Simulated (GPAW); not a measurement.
# A short convergence ladder for Sb (Pm-3m, 1 atom in the cell)

```
Sb
1.0
    3.07409     0.00000     0.00000
    0.00000     3.07409     0.00000
    0.00000     0.00000     3.07409
Sb
1
Direct
  0.00000   0.00000   0.00000
```

Base method: LDA (Perdew-Wang 92), GPAW PAW datasets LDA (gpaw-data 1.0.1) (plane waves; GPAW).

Base settings: mode = pw; ecut = 550 eV; xc = LDA; kpts = 9 9 9; mesh shift (steps) = 0 0 0; occupations.name = methfessel-paxton; occupations.width = 0.1 eV; occupations.order = 0; nbands = -7; convergence.density = 1e-05 e/electron.

The count of work is k-points × plane waves × bands × iterations; it is no time. Core times come from one kind of shared machine, to one figure; runs under 30 s give none.

**The size of a vacancy's supercell**

On Sb (Pm-3m, 2 atoms in the cell), and larger cells.

Steps: 2 x 1 x 1 supercell, one Sb atom taken out, nothing relaxed; 2 x 2 x 1 supercell, one Sb atom taken out, nothing relaxed; and so on, with the mesh thinned in proportion.

Only quantities that move along the ladder and can be compared are tabulated.

```csv
atoms,unrelaxed vacancy energy (eV),count of work / last,core time / last (rough)
2,0.805,0.12,0.1
4,1.401,0.31,0.3
8,2.249,0.36,0.3
12,1.785,1.0,1
```

Smallest size that holds the unrelaxed vacancy energy within 0.1 eV: not settled: the last two steps still differ by 0.46 eV, over half the tolerance, so the ladder does not show it.

On the base run: the starting cell comes from a database of computed structures (which also holds hypothetical and non-ambient phases and stackings), without a prior relaxation at this level. Its lattice was rescaled by up to half a per cent.
